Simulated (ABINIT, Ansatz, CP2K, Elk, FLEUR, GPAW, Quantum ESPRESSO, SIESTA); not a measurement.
# Code comparison for NaCl (Fm-3m, 2 atoms in the cell)

Self-consistent single point.

```
CELL_PARAMETERS angstrom
      0.00000     2.75076     2.75076
      2.75076     0.00000     2.75076
      2.75076     2.75076     0.00000
ATOMIC_POSITIONS crystal
  Na 0.00000 0.00000 0.00000
  Cl 0.50000 0.50000 0.50000
```

All programs got the same cell, k-point mesh and kind of occupations (in Ansatz's words: kpoints.mp_grid.grid = 8 8 8; scf.occupations.method = fermi_dirac; scf.occupations.width = 0.02 eV); potentials, basis and cutoffs are each program's usual ones.

| code | model | pressure (GPa) | gap on the mesh (eV) | k-points | cutoff |
|---|---|---|---|---|---|
| Elk | PBE, all-electron FP-LAPW, Elk's shipped species files, APW+lo basis with extra local orbitals | – | 5.397 | 29 | rgkmax 8 |
| SIESTA | GGA PBE, numerical atomic orbitals DZP, PseudoDojo PBE standard norm-conserving potentials (rewritten from UPF to PSML) | 2.81 | 5.486 | 296 | grid 350 Ry |
| Quantum ESPRESSO | PBE, GBRV 1.5 ultrasoft (PBE) pseudopotentials | 3.28 | 5.407 | 29 | 40 Ry |
| CP2K | PBE, GPW, DZVP-MOLOPT-SR-GTH basis, GTH-PBE potentials (GTH_POTENTIALS) | 3.52 | 5.367 | 260 | grid 950 Ry |
| ABINIT | PBE, norm-conserving pseudopotentials (PseudoDojo nc-sr-05 PBE standard) | 3.17 | 5.412 | 29 | 88 Ry |
| FLEUR | PBE, all-electron FLAPW (FLEUR), scalar-relativistic valence | – | 5.541 | 29 | Kmax 4.2 1/bohr |
| Ansatz | PBE, default PAW files | 3.13 | 5.411 | 29 | 420 eV |
| GPAW | PBE, GPAW PAW datasets PBE (gpaw-data 1.0.1) | 3.10 | 5.418 | 29 | 850 eV |

A dash marks a value that a program does not give, or that is left out as unsure.

Gaps are read on the mesh.

The spread over the programs that give each value: pressure within 0.71 GPa; gap on the mesh within 0.174 eV.

The starting cell comes from a database of computed structures (which also holds hypothetical and non-ambient phases and stackings), without a prior relaxation at this level. Its lattice was rescaled by a random factor within 2.5 % of one. On Ansatz's run: In the base run, with a pressure of about 3 GPa the cell is away from its equilibrium volume at this level.

Why do the programs differ, and what cannot be compared?

Differences of this kind can come from the potentials, where these differ, and from what each basis and cutoff leave unconverged. The valence holds different numbers of electrons (SIESTA 16, Quantum ESPRESSO 16, CP2K 16, ABINIT 16, FLEUR 16, Ansatz (an electronic-structure program) 16, GPAW 14). The zero of total energies and Fermi levels follows the potentials and each program's conventions, so they are not compared here. SIESTA and CP2K use small atom-centred bases, whose incompleteness enters pressures, forces and empty levels differently from a plane-wave cutoff. Elk and FLEUR treat all electrons, but the usual bases taken here (sphere radii, linearisation, local orbitals, empty states) were not tested for convergence, so the values are no reference for the others. Ansatz's pressure is given at a fixed set of plane waves, as the other plane-wave codes print theirs. The programs reduce the same mesh by symmetry to different extents, which changes the work and not the result. In the gap, FLEUR (by 0.130) lies more than 0.12 eV from the median of the plane-wave programs.

Keys are those of Ansatz 0.2.
